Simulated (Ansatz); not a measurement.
The reference is Li in the bcc (W type) structure (space group Im-3m, No. 229; relaxed with 0.1 eV smearing).

```yaml
crystal:
  lattice:
    - [-1.71714, 1.71714, 1.71714]
    - [1.71714, -1.71714, 1.71714]
    - [1.71714, 1.71714, -1.71714]
  atoms:
    - { symbol: Li, position: [0.00000, 0.00000, 0.00000] }
```

Cartesian axes are those of the cell as printed.

All numbers come from Ansatz (an electronic-structure program), PBEsol, PAW, cutoff 420 eV, no spin-orbit coupling.

Before the change:

The shortest interatomic distance is 2.974 Å.

Modification: tensor shear ε_xy = +1.43 % (engineering shear γ = 0.0286); the atoms relax in the strained cell.

**Question.** What happens to the energy relative to the base, stress and shortest interatomic distance?

**Answer.** The energy rises by 0.6 meV/atom; the stress (xx, yy, zz, yz, xz, xy; compression positive) amounts to (0.0, 0.0, 0.0, 0.0, 0.0, -0.3) GPa; the shortest interatomic distance drops by 0.028 Å (2.974 Å → 2.946 Å).

Whether these cells are dynamically stable was not tested.
